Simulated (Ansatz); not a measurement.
Start from Al in the fcc (Cu type) structure (space group Fm-3m, No. 225; a = 3.992 Å). Axes: x, y, z lie along the cube axes.

Calculations: plane-wave PAW DFT at the r2SCAN level (Ansatz, a quantum-chemistry and plane-wave program, 500 eV), no SOC.

Strains are applied to the cell and any free atomic positions relax; under biaxial strain the out-of-plane vector relaxes too.

One change was made to it. Results:

| quantity | base | after |
|---|---|---|
| energy relative to the base (free energy F) | 0 meV/atom | +1.4 meV/atom |
| pressure (mean of the normal stresses, compression positive) | 0.0 GPa | 1.5 GPa |

What was done to the base?
A. uniaxial strain ε_zz = −1.52 %
B. biaxial strain −0.77 %, plane normal [001], relaxed out of plane
C. uniaxial strain ε_yy = −2.55 %

A, uniaxial strain ε_zz = −1.52 %. For comparison, the pressure in the other runs: biaxial strain −0.77 %, plane normal [001], relaxed out of plane gives 0.7 GPa; uniaxial strain ε_yy = −2.55 % gives 2.6 GPa.

Without a gap, meshes like the base's 20×20×20 leave anisotropic stresses uncertain by several tenths of a GPa, and small strain energies with them. Stability against distortions was not tested.
